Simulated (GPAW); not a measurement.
GPAW run on C (P-1, 2 atoms in the cell): self-consistent single point.

Level of theory: PBEsol, GPAW PAW datasets PBEsol (made by gpaw-setup) (plane waves; GPAW).

```
CELL_PARAMETERS angstrom
      2.18163     0.00000     0.00000
     -1.09082     1.88935     0.00000
      0.00000     0.00000     3.54209
ATOMIC_POSITIONS crystal
  C  0.29410 0.64514 0.25093
  C  0.70590 0.35486 0.74907
```

Reference input (self-consistent single point, DFT PBE, plane waves, GPAW PAW datasets PBE (gpaw-data 1.0.1)): mode = pw; ecut = 900 eV; xc = PBE; kpts = 14 14 8; mesh shift (steps) = 0 0 0; occupations.name = methfessel-paxton; occupations.width = 0.05 eV; occupations.order = 0; nbands = -6; convergence.density = 1e-05 e/electron; convergence.energy = 1e-05 eV/electron; symmetry.symmorphic = false. This run's input differs from it in these lines:

```diff
@@ -13,3 +13,3 @@
 calc = GPAW(mode=PW(900),
-            xc='PBE',
+            xc='PBEsol',
             kpts={'size': (14, 14, 8), 'gamma': True},
```

Its files differ too (potentials: GPAW PAW datasets PBEsol (made by gpaw-setup)).

Output, abridged:

```
     iter     time        total  log10-change:
                         energy   eigst   dens
iter:   1 --:--:--   -10.550965
iter:   2 --:--:--   -10.551993   -2.48  -1.59
iter:   3 --:--:--   -10.546338   -2.55  -1.61
iter:   4 --:--:--   -10.546464   -4.54  -2.52
iter:   5 --:--:--   -10.546552   -4.08  -2.56
iter:   6 --:--:--   -10.546491   -4.25  -2.72
iter:   7 --:--:--   -10.546449   -5.04  -2.95
iter:   8 --:--:--   -10.546449c  -7.83c -3.87
iter:   9 --:--:--   -10.546449c  -6.87  -3.98
iter:  10 --:--:--   -10.546448c  -7.21  -4.11
iter:  11 --:--:--   -10.546448c  -9.59c -4.66
iter:  12 --:--:--   -10.546448c  -9.67c -4.65
iter:  13 --:--:--   -10.546448c  -8.94c -4.73
iter:  14 --:--:--   -10.546448c -10.50c -4.86
iter:  15 --:--:--   -10.546448c  -9.39c -4.88
iter:  16 --:--:--   -10.546448c  -9.52c -5.11c
Converged after 16 iterations.

Dipole moment: (-0.000000, -0.000000, -0.000000) |e|*Ang

Energy contributions relative to reference atoms: (reference = -2045.923931)

Kinetic:         +4.660343
Potential:       -4.540869
External:        +0.000000
XC:             -10.713075
Entropy (-ST):   -0.000946
Local:           +0.047625
SIC:             +0.000000
--------------------------
Free energy:    -10.546921
Extrapolated:   -10.546448

Showing only first 2 kpts
 Kpt  Band  Eigenvalues  Occupancy
  0     2      0.72981    2.00000
  0     3     15.31567    0.00000
  0     4     15.98785    0.00000
  0     5     16.92651    0.00000

  1     2      2.92070    2.00000
  1     3     15.38796    0.00000
  1     4     16.02935    0.00000
  1     5     16.89813    0.00000

Fermi level: 9.26991

No gap
No difference between direct/indirect transitions
Energy (eV): -10.546448

Forces in eV/Ang:
  0 C    -0.83304   -0.50109    0.05868
  1 C     0.83304    0.50109   -0.05868

Stress tensor:
     0.116826     0.009197    -0.000352
     0.009197     0.105171    -0.000123
    -0.000352    -0.000123     0.070695
Stress (GPa, Voigt): [18.7176 16.8503 11.3266 -0.0196 -0.0563  1.4736]
```

The run converged in 16 iterations. GPAW prints stress with tension positive. Against the reference run the largest force goes from 0.989 to 0.974 eV/Å.

At such cutoffs GPAW's stress carries a finite-basis (Pulay) error, which enters relaxed cells too; its log prints stress with tension positive.

The starting cell was generated: these elements placed on a structure prototype, without a prior relaxation; it need not be a known phase or ordering of this composition. Its atoms were displaced at random from the sites of space group no. 194.

Cost on one core of a shared machine: roughly 3 min.
